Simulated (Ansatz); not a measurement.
Consider a periodic stack without vacuum, tetragonal indium (1 0 1) on wurtzite ZnO (0 0 1) (film strained to the substrate, faces as cut): substrate slab Zn6O6, film In4, surface cells [[-1, -1], [0, -1]] and [[-2, -1], [-1, -1]], film strained by -4.9 and -1.5 %, faces O/Zn and In/In as cut (like faces can put a slab off its formula). Its start:

```xyz
16
Lattice="3.2795 0.0000 0.0285 1.6397 2.8401 0.0135 -0.7238 0.2292 27.6514" Properties=species:S:1:pos:R:3 pbc="T T T"
Zn     1.9172     1.0169     1.8721
Zn     3.4194     1.9210     4.5494
O      1.7882     0.9755     3.8790
O      3.5668     1.9667     1.2448
Zn     1.7241     0.9546     7.2024
Zn     3.3613     1.9007     9.8646
O      1.7269     0.9540     9.2135
O      3.3711     1.9019     6.5566
Zn     1.7393     0.9744    12.5058
Zn     3.3944     1.9835    15.2602
O      1.7566     1.0317    14.5114
O      3.3828     1.9204    11.8773
In     3.6774     2.5955    17.7932
In     2.0854     1.7651    20.7057
In     0.4564     0.7287    23.6622
In     3.0130     2.2640    26.5834
```

The start was prepared with a machine-learned potential, and the result is one local minimum, with the in-plane cell held and forces under 0.04 eV/Å; the film can end far from its bulk form.

The numbers are results of PBE (plane waves to 420 eV, PAW; Ansatz, an electronic-structure program), not measurements. Scalar-relativistic, without spin–orbit coupling; the runs are not spin-polarised; PBE gaps are too small against experiment. Its k-point mesh 11×11×1, Fermi–Dirac width 0.05 eV.

Problem. Predict the relaxed interface.

Solution. 
- interface area: 9.3 Å²
- period: 27.53 Å
- gaps between the outermost planes at the two interfaces: 2.80 and 2.29 Å
- In–O contacts across the interfaces within 1.22 times the sum of covalent radii: 1, mean 2.29 Å
- In–Zn contacts across the interfaces within 1.22 times the sum of covalent radii: 1, mean 2.80 Å
- estimate of the barrier: withheld, since the two interfaces are unlike
- slope of the mean potential energy in the substrate: -1.8 MV/cm × e
